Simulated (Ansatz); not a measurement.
# Several settings converged on Hf2Ge (Fmm2, 6 atoms in the cell)

```xyz
6
Lattice="-3.2804 3.2804 2.6385 3.2804 -3.2804 2.6385 3.2804 3.2804 -2.6385" Properties=species:S:1:pos:R:3 pbc="T T T"
Hf     1.0219     2.2585     0.0000
Hf     2.2585     1.0219     2.6385
Hf     4.3377     1.0573     0.0000
Hf    -1.0219     2.2585     2.6385
Ge     0.0000     0.0000     1.3193
Ge     0.0000     0.0000     3.9578
```

Base method: PBEsol, default PAW files made with PBE (plane waves; Ansatz, a first-principles code).

Base settings: basis.ecutwfc = 420 eV; kpoints.mp_grid.grid = 6 6 6; hamiltonian.xc = pbesol; hamiltonian.pseudopotentials = {kind: paw} (the program's default PAW files); scf.occupations.method = fermi_dirac; scf.occupations.width = 0.1 eV.

The count of work is k-points × plane waves × bands × iterations; it is no time. Core times come from one kind of shared machine, to one figure; runs under 30 s give none.

**The k-point mesh**

The second cell is the first with its lattice scaled by 0.98.

Only quantities that move along the ladder and can be compared are tabulated.

```tsv
kpoints.mp_grid.grid	free energy less the last step's (meV/atom)	energy of the compressed cell less the first (meV/atom)	pressure (GPa)	largest difference of a force vector from the last step's (eV/Å)	count of work / last	core time / last (rough)
2 2 2	53.88	23.40	-1.01	0.248	0.041	–
4 4 4	-4.08	23.47	-1.09	0.054	0.19	–
6 6 6	-1.62	24.49	-0.98	0.012	0.48	0.5
7 7 7	0.33	24.46	-0.98	0.048	0.67	0.7
8 8 8	0.00	24.53	-0.98	0.000	1.0	1
```

Coarsest kpoints.mp_grid.grid that holds the pressure within 0.1 GPa of the last step, with all finer ones: 6 6 6; the step before is off by 0.12 GPa.

Coarsest kpoints.mp_grid.grid that holds the forces within 0.02 eV/Å: not settled: the last two steps still differ by 0.048 eV/Å, over half the tolerance, so the ladder does not show it.

Coarsest kpoints.mp_grid.grid that holds the free energy within 2 meV/atom of the last step, with all finer ones: 6 6 6; the step before is off by 4.1 meV/atom.

The energy difference between the two cells stays within 1 meV/atom of the last step's from 6 6 6 on, the total only from 7 7 7 on: much of the error is common to both cells and cancels.

Two neighbours can agree and both be off: 2 2 2 and 4 4 4 differ by 0.07 meV/atom in the energy of the compressed cell less the first, yet lie about 1.1 meV/atom from the last step.

**The k-point mesh at a smearing width of 0.02 eV**

In this ladder: scf.occupations.width = 0.02 eV.

Only quantities that move along the ladder and can be compared are tabulated.

| kpoints.mp_grid.grid | free energy less the last step's (meV/atom) | pressure (GPa) | largest difference of a force vector from the last step's (eV/Å) | count of work / last | core time / last (rough) |
|---|---|---|---|---|---|
| 3 3 3 | 6.52 | -0.34 | 0.163 | 0.029 | – |
| 5 5 5 | 5.50 | -1.11 | 0.056 | 0.12 | 0.1 |
| 7 7 7 | 1.56 | -1.00 | 0.083 | 0.30 | 0.3 |
| 11 11 11 | 0.00 | -1.03 | 0.000 | 1.0 | 1 |

Coarsest kpoints.mp_grid.grid that holds the free energy within 5 meV/atom of the last step, with all finer ones: 7 7 7, at 0.30 of the last step's count of work and about 0.3 of the last step's time; the step before is off by 5.5 meV/atom.

Coarsest kpoints.mp_grid.grid that holds the forces within 0.02 eV/Å: not settled: the last two steps still differ by 0.083 eV/Å, over half the tolerance, so the ladder does not show it.

Coarsest kpoints.mp_grid.grid that holds the pressure within 0.1 GPa of the last step, with all finer ones: 5 5 5, at 0.12 of the last step's count of work and about 0.1 of the last step's time; the step before is off by 0.69 GPa.

**The k-point mesh at a smearing width of 0.3 eV**

In this ladder: scf.occupations.width = 0.3 eV.

Only quantities that move along the ladder and can be compared are tabulated.

| kpoints.mp_grid.grid | free energy less the last step's (meV/atom) | pressure (GPa) | largest difference of a force vector from the last step's (eV/Å) | count of work / last | core time / last (rough) |
|---|---|---|---|---|---|
| 3 3 3 | 3.83 | -0.04 | 0.025 | 0.037 | – |
| 5 5 5 | 0.50 | -0.32 | 0.002 | 0.12 | 0.1 |
| 7 7 7 | 0.02 | -0.32 | 0.001 | 0.30 | 0.3 |
| 11 11 11 | 0.00 | -0.32 | 0.000 | 1.0 | 1 |

Coarsest kpoints.mp_grid.grid that holds the forces within 0.01 eV/Å of the last step, with all finer ones: 5 5 5, at 0.12 of the last step's count of work and about 0.1 of the last step's time; the step before is off by 0.025 eV/Å.

Coarsest kpoints.mp_grid.grid that holds the pressure within 0.1 GPa of the last step, with all finer ones: 5 5 5, at 0.12 of the last step's count of work and about 0.1 of the last step's time; the step before is off by 0.28 GPa.

Coarsest kpoints.mp_grid.grid that holds the free energy within 2 meV/atom of the last step, with all finer ones: 5 5 5, at 0.12 of the last step's count of work and about 0.1 of the last step's time; the step before is off by 3.8 meV/atom.

On the base run: the starting cell comes from a database of computed structures (which also holds hypothetical and non-ambient phases and stackings), without a prior relaxation at this level. Its lattice was rescaled by up to half a per cent. One atom was moved a little off its site on purpose. Ansatz's pressure includes its estimate of the finite-basis (Pulay) stress.

Keys are those of Ansatz 0.2.
